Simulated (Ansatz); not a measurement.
**3C silicon carbide: the defect B on the C site**

All values below come from PBE, PAW (plane waves to 420 eV; Ansatz, a quantum-chemistry and plane-wave program). A 2×2×2 supercell of 64 sites was used; the energies come from a 2×2×2 shifted sampling of its zone. Site at the start: the C site. Finite-size correction: monopole term and site-potential alignment. Dielectric constants: PBE linear response of the host. Host gap at this level: 1.37 eV. Finite-size and sampling errors can reach tenths of an eV here. The semilocal functional narrows the gap, so deep levels can fall outside it. Spin–orbit coupling is left out. Each state is the lowest found from its start.

Formation energies E_f are given with the Fermi level at the valence-band maximum. Chemical conditions: C-rich (Δμ(C) = 0.00 eV, Δμ(B) = -0.13 eV, bounded by B4C (Cm); only phases computed here count, gases as isolated molecules at 0 K); Si-rich (Δμ(C) = -0.41 eV, Δμ(B) = -0.024 eV, bounded by B4C (Cm); only phases computed here count, gases as isolated molecules at 0 K). Reference phases: B: alpha boron, C: graphite.

```
charge         moment (μB)  largest move off a lattice site (Å)  image correction with alignment (eV)  E_f, C-rich (eV)  E_f, Si-rich (eV)
------  ------------------  -----------------------------------  ------------------------------------  ----------------  -----------------
+1*     not spin-polarised                                 0.08                                     –                 –                  –
0†                     1.0                                 0.05                                  0.00              2.38               1.87
−1      not spin-polarised                                 0.03                                  0.20              2.75               2.24
```

* At this level the carrier isn't localised at the defect: at charge +1 holes occupy the valence band. Such a state is shallow or no state of the defect, and this cell gives it no level.

† Not settled in this cell, so no level is given: charge 0: carriers not clearly localised.

Flagged in the runs: a doubtful potential alignment.
